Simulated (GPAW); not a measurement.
A self-consistent single point of Li₂Si (R-3m, 6 atoms in the cell) with GPAW.

Method: LDA (Perdew-Wang 92), GPAW PAW datasets LDA (gpaw-data 1.0.1) (plane waves; GPAW 25.7.0).

```yaml
crystal:
  lattice:
    - [2.17097, 1.25341, 6.13243]
    - [-2.17097, 1.25341, 6.13243]
    - [0.00000, -2.50682, 6.13243]
  atoms:
    - { symbol: Li, position: [0.35900, 0.35900, 0.35900] }
    - { symbol: Li, position: [0.64100, 0.64100, 0.64100] }
    - { symbol: Li, position: [0.79496, 0.79496, 0.79496] }
    - { symbol: Li, position: [0.20504, 0.20504, 0.20504] }
    - { symbol: Si, position: [0.06147, 0.06147, 0.06147] }
    - { symbol: Si, position: [0.93853, 0.93853, 0.93853] }
```

Reference input (self-consistent single point, DFT PBEsol, plane waves, GPAW PAW datasets PBEsol (made by gpaw-setup)): mode = pw; ecut = 600 eV; xc = PBEsol; kpts = 9 9 9; mesh shift (steps) = 0 0 0; occupations.name = fermi-dirac; occupations.width = 0.1 eV; nbands = -10; convergence.density = 1e-05 e/electron; symmetry.symmorphic = false; symmetry.tolerance = 0.0005; maxiter = 120. This run's input differs from it in these lines:

```diff
@@ -17,3 +17,3 @@
 calc = GPAW(mode=PW(600),
-            xc='PBEsol',
+            xc='LDA',
             kpts=(9, 9, 9),
```

Its files differ too (potentials: GPAW PAW datasets LDA (gpaw-data 1.0.1)).

Output, abridged:

```
     iter     time        total  log10-change:
                         energy   eigst   dens
iter:   1 --:--:--   -21.545392
iter:   2 --:--:--   -21.540408   -1.70  -0.96
iter:   3 --:--:--   -21.618335   -1.78  -0.98
iter:   4 --:--:--   -21.565759   -3.64  -1.17
iter:   5 --:--:--   -21.464222   -2.53  -1.23
iter:   6 --:--:--   -21.462719   -4.13  -1.97
iter:   7 --:--:--   -21.463047c  -5.59  -2.20
iter:   8 --:--:--   -21.462445c  -4.58  -2.27
iter:   9 --:--:--   -21.462503c  -5.49  -3.00
iter:  10 --:--:--   -21.462426c  -5.56  -2.84
iter:  11 --:--:--   -21.462426c  -6.97  -3.62
iter:  12 --:--:--   -21.462425c  -7.27  -3.60
iter:  13 --:--:--   -21.462425c  -8.51c -3.92
iter:  14 --:--:--   -21.462425c  -9.07c -4.13
iter:  15 --:--:--   -21.462425c  -8.89c -4.20
iter:  16 --:--:--   -21.462425c  -9.02c -4.19
iter:  17 --:--:--   -21.462425c -10.04c -4.28
iter:  18 --:--:--   -21.462425c  -9.39c -4.31
iter:  19 --:--:--   -21.462425c  -9.14c -4.35
iter:  20 --:--:--   -21.462425c -10.43c -4.50
iter:  21 --:--:--   -21.462425c  -9.45c -4.53
iter:  22 --:--:--   -21.462425c -10.71c -5.05c
Converged after 22 iterations.

Dipole moment: (-0.000000, 0.000000, 0.000000) |e|*Ang

Energy contributions relative to reference atoms: (reference = -16515.861549)

Kinetic:        +24.539196
Potential:      -21.261768
External:        +0.000000
XC:             -24.659965
Entropy (-ST):   -0.035596
Local:           -0.062090
SIC:             +0.000000
--------------------------
Free energy:    -21.480223
Extrapolated:   -21.462425

Showing only first 2 kpts
 Kpt  Band  Eigenvalues  Occupancy
  0     4      1.86244    1.99748
  0     5      4.06840    0.00000
  0     6      4.06840    0.00000
  0     7      4.91114    0.00000

  1     4      1.21824    2.00000
  1     5      2.84917    0.07893
  1     6      3.44212    0.00022
  1     7      5.37049    0.00000

Fermi level: 2.52996

No gap
   [... lines left out ...]
  0 Li    0.00000   -0.00000   -0.09326
  1 Li    0.00000    0.00000    0.09326
  2 Li    0.00000    0.00000   -0.02871
  3 Li    0.00000    0.00000    0.02871
  4 Si    0.00000    0.00000    0.07965
  5 Si    0.00000   -0.00000   -0.07965

Stress tensor:
     0.008993     0.000000    -0.000000
    -0.000000     0.008993     0.000000
    -0.000000     0.000000     0.010791
Stress (GPa, Voigt): [ 1.4408  1.4408  1.7289  0.     -0.      0.    ]
```

The run converged in 22 iterations. GPAW prints stress with tension positive. Against the reference run the pressure goes from -0.27 to -1.54 GPa and the largest force goes from 0.177 to 0.093 eV/Å.

The starting cell comes from a database of computed structures (which also holds hypothetical and non-ambient phases and stackings), without a prior relaxation at this level.

Cost on one core of a shared machine: roughly 2 min.
